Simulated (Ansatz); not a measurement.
The starting structures come from a database of crystals and need not be the phases stable at ambient conditions.

The decay constant κ of evanescent states in the gap governs leakage through a thin film.

```yaml
crystal:
  lattice:
    - [8.06973, 0.00000, 0.00000]
    - [0.00000, 8.06973, 0.00000]
    - [0.00000, 0.00000, 5.70798]
  atoms:
    - { symbol: Cs, position: [0.00000, 0.50000, 0.50000] }
    - { symbol: Cs, position: [0.50000, 0.00000, 0.50000] }
    - { symbol: Sr, position: [0.50000, 0.50000, 0.50000] }
    - { symbol: V, position: [0.77760, 0.77760, 0.00000] }
    - { symbol: V, position: [0.22240, 0.22240, 0.00000] }
    - { symbol: V, position: [0.22240, 0.77760, 0.00000] }
    - { symbol: V, position: [0.77760, 0.22240, 0.00000] }
    - { symbol: O, position: [0.30607, 0.30607, 0.75841] }
    - { symbol: O, position: [0.69393, 0.69393, 0.24159] }
    - { symbol: O, position: [0.69393, 0.30607, 0.75841] }
    - { symbol: O, position: [0.30607, 0.69393, 0.24159] }
    - { symbol: O, position: [0.69393, 0.69393, 0.75841] }
    - { symbol: O, position: [0.30607, 0.30607, 0.24159] }
    - { symbol: O, position: [0.30607, 0.69393, 0.75841] }
    - { symbol: O, position: [0.69393, 0.30607, 0.24159] }
    - { symbol: O, position: [0.73799, 0.00000, 0.00000] }
    - { symbol: O, position: [0.26201, 0.00000, 0.00000] }
    - { symbol: O, position: [0.00000, 0.73799, 0.00000] }
    - { symbol: O, position: [0.00000, 0.26201, 0.00000] }
```

Space group of this cell: P4/mmm. The cell is taken as given; by r2SCAN its mean pressure is -5.7 GPa.

Transport runs along the normal of the first two printed cell vectors, the (001) plane of the conventional cell.

The gap is the functional's own. No spin-orbit coupling. Mid-gap values are interpolated on the energy grid.

Problem. Predict the band gap and the smallest decay constant κ at mid-gap from Ansatz (an electronic-structure program) with r2SCAN.

Solution. Gap 2.78 eV on a 4×4×6 mesh; κ = 0.506 1/Å, at the zone centre.
